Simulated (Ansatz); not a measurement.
Consider Zr in the hcp (Mg type) structure (space group P6_3/mmc, No. 194; a = 3.2304 Å, c = 5.1788 Å; relaxed with 0.1 eV smearing). Axes: x lies along a and z along c of the hexagonal cell.

Level of theory: PBE (Ansatz, an electronic-structure program; PAW; 420 eV plane waves; no SOC).

Strains are applied to the cell and any free atomic positions relax.

One change was made to it. Results:

The energy rises by 4.9 meV/atom; the pressure (mean of the normal stresses, compression positive) goes from zero to 2.1 GPa; the shortest interatomic distance shrinks by 0.042 Å, from 3.191 Å to 3.149 Å.

Question: Which of these changes matches the shifts?
(A) uniaxial strain ε_zz = −3.00 %
(B) uniaxial strain ε_zz = −2.00 %
(C) uniaxial strain ε_zz = −0.50 %

Answer: B, uniaxial strain ε_zz = −2.00 %. For comparison, the energy relative to the base in the other runs: uniaxial strain ε_zz = −3.00 % gives +11 meV/atom; uniaxial strain ε_zz = −0.50 % gives +0.3 meV/atom.

Whether these cells are dynamically stable was not tested. The final runs are not spin-polarised.
